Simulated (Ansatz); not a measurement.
SnTe: pressure series

Consider SnTe in the rock salt structure (space group Fm-3m, No. 225; a = 6.3697 Å).

Cell and atoms are relaxed at each pressure.

Level of theory: Ansatz (a quantum-chemistry and plane-wave program), r2SCAN, PAW, cutoff 500 eV, no spin-orbit coupling.

```csv
change,band gap,volume per atom
base,0.13 eV,32.30 Å³
pressure −2 GPa,0.28 eV,33.99 Å³
pressure −1 GPa,0.20 eV,[?]
pressure 0.9 GPa,0.07 eV,[?]
pressure 2.1 GPa,zero,[?]
pressure 9 GPa,zero,27.86 Å³
pressure 15 GPa,zero,[?]
pressure 22.5 GPa,zero,24.40 Å³
pressure 30 GPa,zero,23.16 Å³
```

Fill in the withheld entries from the trend.


- pressure −1 GPa, volume per atom: 33.09 Å³
- pressure 0.9 GPa, volume per atom: 31.68 Å³
- pressure 2.1 GPa, volume per atom: 30.93 Å³
- pressure 15 GPa, volume per atom: 26.08 Å³

Spin-orbit coupling, missing from the scalar runs, can matter with Te. Load acts through the strain it causes; cell and atoms are relaxed under it. Whether these cells are dynamically stable was not tested. Competing high-pressure phases were not computed. All final runs are without spin polarisation. The zero or small gap of SnTe can change with the level of theory.
